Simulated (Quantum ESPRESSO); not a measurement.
Quantum ESPRESSO is run on Mg3MoN4 (Pmn2_1, 16 atoms in the cell), and the run fails. The aim is a self-consistent single point with DFT, PBEsol, plane waves, GBRV 1.5 ultrasoft (PBESOL) pseudopotentials.

Input:

```fortran
&control
   calculation = 'scf',
   prefix = 'Mg3MoN4',
   outdir = './tmp',
   pseudo_dir = './',
   tprnfor = .true.,
   tstress = .true.,
/
&system
   ibrav = 0,
   nat = 16,
   ntyp = 3,
   ecutwfc = 40,
   ecutrho = 320,
   occupations = 'fixed',
   nbnd = 68,
/
ATOMIC_SPECIES
Mg    24.3050  mg_pbesol_v1.4.uspp.F.UPF
Mo    95.9500  mo_pbesol_v1.uspp.F.UPF
N     14.0070  n_pbesol_v1.2.uspp.F.UPF
CELL_PARAMETERS angstrom
   6.7267500000     0.0000000000     0.0000000000
   0.0000000000     5.8148500000     0.0000000000
   0.0000000000     0.0000000000     5.2351300000
ATOMIC_POSITIONS bohr
Mg    3.2062759271    1.8547445190    8.4789608786
Mg    3.1495816773    9.1337294368    3.5324799152
Mg    9.5054392817    1.8547445190    8.4789608786
Mg    9.5621335315    9.1337294368    3.5324799152
Mg    0.0000000000    7.2659086338    8.4970649989
Mg    6.3558576044    3.7225653220    3.5505840355
Mo    0.0000000000    3.6182847042    3.4577880527
Mo    6.3558576044    7.3701892516    8.4042690161
N     0.0000000000    6.9762524603    4.5120810052
N     6.3558576044    4.0122214955    9.4585619686
N     0.0000000000    3.5878466313    9.8689220293
N     6.3558576044    7.4006273245    4.9224410659
N     9.7811563846    1.9499047035    4.5181157120
N     9.2864164287    9.0385692523    9.4645966754
N     2.9305588242    1.9499047035    4.5181157120
N     3.4252987802    9.0385692523    9.4645966754
K_POINTS automatic
4 5 6  0 0 0
```

Output, abridged:

```
     This program is part of the open-source Quantum ESPRESSO suite
     for quantum simulation of materials; please cite

 %%%%%%%%%%%%%%%%%%%%%%%%%%%%%%%%%%%%%%%%%%%%%%%%%%%%%%%%%%%%%%%%%%%%%%%%%%%%%%
     Error in routine  read_namelists (1):
      bad line in namelist &electrons: "4 5 6  0 0 0" (error could be in the previous line)
 %%%%%%%%%%%%%%%%%%%%%%%%%%%%%%%%%%%%%%%%%%%%%%%%%%%%%%%%%%%%%%%%%%%%%%%%%%%%%%

     stopping ...
```

Q: Read the log: what does the program object to, and what is the fix?

A: The fault is a required namelist left out. The program reads the namelists in a fixed order, even empty ones. To fix it, add the namelist. The program stopped before any SCF iteration.

The sound input it was made from differs as follows (other fixes are possible):
```diff
+/
+&electrons
+   conv_thr = 1.0e-11,
+   mixing_beta = 0.3,
```

With that input, the run converged in 16 iterations: free energy E − TS -16206.4152 eV; top of the valence band (on the code's own zero) 7.24 eV; gap on the k-point mesh 3.08 eV; pressure -0.47 GPa; largest force (vector length) 0.071 eV/Å (DFT, PBEsol, plane waves, GBRV 1.5 ultrasoft (PBESOL) pseudopotentials).

On the sound input: the starting cell comes from a database of computed structures (which also holds hypothetical and non-ambient phases and stackings), without a prior relaxation at this level.
